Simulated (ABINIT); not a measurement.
Effort and miss along a sweep of ecut: NbCo3 (P6_3/mmc, 8 atoms in the cell)

Cell: a = 5.1416 Å, b = 5.1416 Å, c = 4.1179 Å, α = 90.00°, β = 90.00°, γ = 120.00°.

Method: LDA (PW92), norm-conserving pseudopotentials (PseudoDojo nc-sr-04 LDA standard) (plane waves; ABINIT).

Base settings: pseudos = [Nb.upf, Co.upf]; ecut = 48 Ha; occopt = 7; tsmear = 0.136 eV; ngkpt = 3 3 4; nshiftk = 1; shiftk = 0 0 0; potentials = PseudoDojo nc-sr-04 LDA standard; nband = 79; kptopt = 1.

Misses are taken against the tightest run, 55 Ha, which need not be fully converged itself. The energy is the free energy per atom.

The count of work is k-points × plane waves × bands × iterations; it is no time, and leaves out set-up, grids and terms that scale otherwise. Core times come from one kind of shared machine and are given to one figure; runs under 30 s give none.

The starting cell comes from a database of computed structures (which also holds hypothetical and non-ambient phases and stackings), without a prior relaxation at this level. Spin polarisation is off. In the base run, with a pressure of about -12 GPa the cell is away from its equilibrium volume at this level. Without a gap this mesh is coarse (it stands for a supercell whose shortest vector is 15 Å).

The runs (ecut): 19 Ha | 24 Ha | 29 Ha | 34 Ha | 38 Ha | 43 Ha | 48 Ha | 55 Ha.

**Question.** Which is the coarsest setting among those run that, with all tighter ones, holds the energy within 20 meV/atom of the reference, and what does it save?

**Answer.** 43 Ha, off by 6.8 meV/atom; its saving against the reference is no more than about a factor of 2 in the count of work.

**Question.** Which is the coarsest setting among those run that, with all tighter ones, holds the energy within 5 meV/atom of the reference, and what does it save?

**Answer.** 48 Ha, off by 0.48 meV/atom; its saving against the reference is no more than about a factor of 2 in the count of work.

**Question.** What does the step from 29 Ha to 48 Ha buy?

**Answer.** It takes the miss in the energy from 3300 to 0.48 meV/atom, for 2.5 times the count of work and roughly 3 times the time.

| ecut | energy less reference (meV/atom) | pressure less reference (GPa) | largest difference in the force on any atom (eV/Å) | count of work / reference | core time / reference (rough) |
|---|---|---|---|---|---|
| 19 Ha | 43612.00 | -1617.88 | 1.224 | 0.21 | 0.2 |
| 24 Ha | 13915.20 | -778.75 | 0.301 | 0.29 | 0.3 |
| 29 Ha | 3343.06 | -279.16 | 0.104 | 0.36 | 0.3 |
| 34 Ha | 587.69 | -71.58 | 0.052 | 0.52 | 0.5 |
| 38 Ha | 103.24 | -17.02 | 0.022 | 0.58 | 0.5 |
| 43 Ha | 6.77 | -1.59 | 0.000 | 0.69 | 0.6 |
| 48 Ha | 0.48 | -0.03 | 0.000 | 0.88 | 0.8 |
| 55 Ha | 0.00 | 0.00 | 0.000 | 1.0 | 1 |
